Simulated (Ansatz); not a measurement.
Data:

```
CELL_PARAMETERS angstrom
     -1.54228     1.54228     1.54228
      1.54228    -1.54228     1.54228
      1.54228     1.54228    -1.54228
ATOMIC_POSITIONS crystal
  Mo 0.00000 0.00000 0.00000
```

No spin polarisation.

Calculations: Ansatz (a quantum-chemistry and plane-wave program), PBE, PAW, cutoff 420 eV, no spin-orbit coupling. Γ-centred 21×21×21 mesh, Fermi–Dirac width 0.05 eV.

**Question.** What is the computed pressure?

**Answer.** 22.2 GPa.

**Question.** Estimate the band gap.

**Answer.** Zero.

**Question.** Estimate the space group.

**Answer.** Im-3m (No. 229).

The cells carry an imposed strain or load. Whether these cells are dynamically stable was not tested. All final runs are without spin polarisation. The cell was made from Mo in the bcc (W type) structure (space group Im-3m, No. 229) by this change: isotropic strain −2.41 %.
